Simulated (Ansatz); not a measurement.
Cells marked so need not be the phases stable at ambient conditions, and some may be hypothetical.

 Where the default PAW files enter, the runs use the earlier of Ansatz's two default sets.

No gap correction and no spin-orbit coupling; mid-gap values are interpolated between computed energies.

A. Li₂O (Fm-3m, anti-fluorite, 3 atoms a cell, 8.4 Å³ an atom, -4 GPa at this level), along the normal of (111)
B. CsCaH3 (Pm-3m, cubic perovskite, not sure to be the ambient phase, 5 atoms a cell, 19.7 Å³ an atom), along the normal of (001)
C. CaZn(CO3)2 (R-3, not sure to be the ambient phase, 10 atoms a cell, 11.2 Å³ an atom, -6 GPa at this level), along the normal of (001)

### Question
Order them by mid-gap decay constant of the slowest evanescent state (lowest first) at the level r2SCAN (Ansatz, a program for electronic structure).

### Answer
B (0.37 1/Å), A (0.48 1/Å), C (0.69 1/Å)
